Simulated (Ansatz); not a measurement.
## What 2 layers does to hypothetical diamond Ni

Take Ni in the diamond structure (space group Fd-3m, No. 227; a = 5.007 Å; ferromagnetic; a hypothetical phase, not in the database extracts checked) as the base. Axes: x, y, z lie along the cube axes.

Perturbation: a free-standing slab of 2 layers (4 atoms, 2 a layer) is cut normal to [110], with 15 Å of vacuum and the in-plane cell held at bulk.

Computed with Kohn–Sham DFT with the PBEsol functional, run in Ansatz (a first-principles code) with PAW and 420 eV plane waves, no spin-orbit coupling. Settings: 13×9×1 k-points, 0.05 eV Fermi–Dirac smearing, for the changed cell.

The layer's space group (with vacuum) is Pmna (No. 53) and the band gap is still zero. The magnetic state stays ferromagnetic and the largest site moment grows by 0.078 μB to 0.90 μB. The excess energy per area of both faces (slab less bulk energy over the cell's area: twice a surface energy) amounts to 2.68 J/m² (uncertain by up to 0.04 J/m²) and the thickness between the outermost nuclei amounts to 1.82 Å.

Final structure:

```yaml
crystal:
  lattice:
    - [3.54045, 0.00000, 0.00000]
    - [0.00000, 5.00696, 0.00000]
    - [0.00000, 0.00000, 16.77023]
  atoms:
    - { symbol: Ni, position: [0.75000, 0.49284, 0.44577] }
    - { symbol: Ni, position: [0.25000, 0.75716, 0.44577] }
    - { symbol: Ni, position: [0.25000, 0.99284, 0.55423] }
    - { symbol: Ni, position: [0.75000, 0.25716, 0.55423] }
```

The magnetic state is the one reached from the starting moments; the real material's order can differ, and small cells can't hold many antiferromagnetic ones. The excess energy carries the mismatch between the slab's and the bulk's meshes. Stability against distortions was not tested.
